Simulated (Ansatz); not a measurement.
## Rock-salt YAs

Level of theory: LDA (plane waves, PAW; Ansatz, an electronic-structure program).

Settings: plane-wave cutoff 500 eV, 12×12×12 k mesh, Fermi–Dirac smearing 0.05 eV, scalar-relativistic PAW data made under PBE.

Cell: relaxed at this level.

```json
{
  "equilibrium_volume_per_atom": "23.11 Å³/atom",
  "lattice_parameter_a": "5.697 Å",
  "band_gap": "none"
}
```

Note: the volume lies 6 % below that of the published cell.

Spin–orbit coupling is not included.

Computed values are for the static lattice.
